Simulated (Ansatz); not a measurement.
# A computed series for YN: pressure series

Consider YN in the rock salt structure (space group Fm-3m, No. 225).

```xyz
2
Lattice="0.0000 2.4281 2.4281 2.4281 0.0000 2.4281 2.4281 2.4281 0.0000" Properties=species:S:1:pos:R:3 pbc="T T T"
Y      2.4281     2.4281     2.4281
N      0.0000     0.0000     0.0000
```

Cell and atoms are relaxed at each pressure.

Level of theory: PBEsol, PAW, 420 eV (Ansatz, a first-principles code; spin-orbit coupling left out).

```
pressure (GPa)  volume per atom (Å³/atom)
--------------  -------------------------
-2                                 14.487
-1                                 14.399
0                                  14.314
3                                       ?
5                                  13.926
7.5                                13.750
10                                 13.585
```

Fit the third-order Birch–Murnaghan form P(V) = (3B₀/2)[(V₀/V)^(7/3) − (V₀/V)^(5/3)]·[1 + (3/4)(B₀′ − 4)((V₀/V)^(2/3) − 1)] (squares taken in P) to the rows shown and predict the withheld row.

Least squares on the printed values gives V₀ = 14.314 Å³/atom, B₀ = 171 GPa, B₀′ = 4.2; this predicts 14.075 Å³/atom, and the run gives 14.075 Å³/atom, in agreement.

The mesh was chosen for an insulator and is coarse for the gapless case. Load acts through the strain it causes; cell and atoms are relaxed under it. Whether these cells are dynamically stable was not tested. Competing high-pressure phases were not computed. The base started in Pnma and relaxed to Fm-3m at this level. The final runs are not spin-polarised.
